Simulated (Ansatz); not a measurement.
# SiC: response to strain

Start from SiC in the wurtzite structure (space group P6_3mc, No. 186; a = 3.056 Å, c = 5.016 Å).

Strains are applied to the cell and any free atomic positions relax.

All numbers come from Kohn–Sham DFT with the LDA functional, run in Ansatz (a quantum-chemistry and plane-wave program) with PAW and 420 eV plane waves, scalar-relativistic without spin-orbit coupling.

Notes on the quantities. pressure: mean of the normal stresses, compression positive.

```
isotropic strain (%)  pressure (GPa)
--------------------  --------------
-3                              25.1
-2.4                               ?
-1.8                            13.9
-1.2                             8.9
-0.6                             4.3
0                                0.0
```

Fit P = P₀ − Bδ + Cδ² with δ = (1 + ε)³ − 1 to the rows shown and predict the withheld row.

Least squares on the printed values gives P₀ = 0.0 GPa, B = 224 GPa (at held cell shape), C = 724 GPa (largest residual 0.0 GPa); this predicts 19.3 GPa, and the run gives 19.3 GPa, in agreement.

No phonon test of stability was made.
